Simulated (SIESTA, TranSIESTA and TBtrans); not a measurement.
Run with TranSIESTA and TBtrans (open boundaries, self-consistent; PseudoDojo norm-conserving potentials, scalar-relativistic): Spin polarized, PAO.BasisSize DZP, PAO.EnergyShift 0.15 eV, XC.Authors PBE, Mesh.Cutoff 200 Ry, ElectronicTemperature 300 K, TS.Voltage 0.0 eV, TBT.Elecs.Eta 0.001 eV.

Device: Ir chain with one Pt atom in place of Ir. Leads: straight Ir chain, spacing 2.3 Å. Geometry: 3 atoms about the centre moved by SIESTA (PBE, DZP) to a largest force of 0.02 eV/Å, all others as built, motion along the axis alone. Transport runs along z; the first 6 and the last 6 of the 21 atoms are the lead cells, repeated to infinity.

```xyz
21
Lattice="9.000 0.000 0.000 0.000 9.000 0.000 0.000 0.000 48.400" Properties=species:S:1:pos:R:3 pbc="F F T"
Ir     4.500     4.500     0.000
Ir     4.500     4.500     2.300
Ir     4.500     4.500     4.600
Ir     4.500     4.500     6.900
Ir     4.500     4.500     9.200
Ir     4.500     4.500    11.500
Ir     4.500     4.500    13.800
Ir     4.500     4.500    16.100
Ir     4.500     4.500    18.400
Ir     4.500     4.500    20.661
Pt     4.500     4.500    23.050
Ir     4.500     4.500    25.439
Ir     4.500     4.500    27.700
Ir     4.500     4.500    30.000
Ir     4.500     4.500    32.300
Ir     4.500     4.500    34.600
Ir     4.500     4.500    36.900
Ir     4.500     4.500    39.200
Ir     4.500     4.500    41.500
Ir     4.500     4.500    43.800
Ir     4.500     4.500    46.100
```
Starting moments (μB): atom 7 +1, atom 8 +1, atom 9 +1, atom 10 +1, atom 11 +0.6, atom 12 +1, atom 13 +1, atom 14 +1, atom 15 +1; lead atoms +1 (left) and +1 (right).

### Question
Give the largest eigenchannel transmissions at the Fermi level (four at most) and the total.

### Answer
Up: 1.00, 0.89, 0.89, 0.83 (total 3.60); down: 1.00, 0.83, 0.83, 0.64 (total 4.23). The magnetic order of the leads was set by the start, and no other order was tried; the separate lead runs end at 0.77 (left) and 0.77 (right) μB an atom. The straight chain is held at its spacing; free chains may zigzag or dimerise. Spin-orbit coupling, left out here, matters for the heavy atoms.
